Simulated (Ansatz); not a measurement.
The starting structures come from a database of crystals and need not be the phases stable at ambient conditions.

Consider the following.

```xyz
4
Lattice="6.9884 0.0000 0.0000 0.0000 7.3503 0.0000 0.0000 3.6752 2.1218" Properties=species:S:1:pos:R:3 pbc="T T T"
Cu     0.8898     2.4501     0.0000
Cu     4.3839     4.9002     0.0000
I      3.4780     2.4501     0.0000
I      6.9721     4.9002     0.0000
```

Space group of this cell: P6_3mc, wurtzite. The cell is taken as given.

Transport runs along the normal of the first two printed cell vectors, the (110) plane of the conventional cell.

The gap is the functional's own, uncorrected, and κ follows it; spin-orbit coupling is left out. Mid-gap values are interpolated between the computed energies.

Question: State the band gap and the smallest decay constant κ at mid-gap according to r2SCAN (Ansatz, a first-principles code).

Answer: Gap 1.73 eV on a 6×14×14 mesh; κ = 0.152 1/Å, at the zone centre.
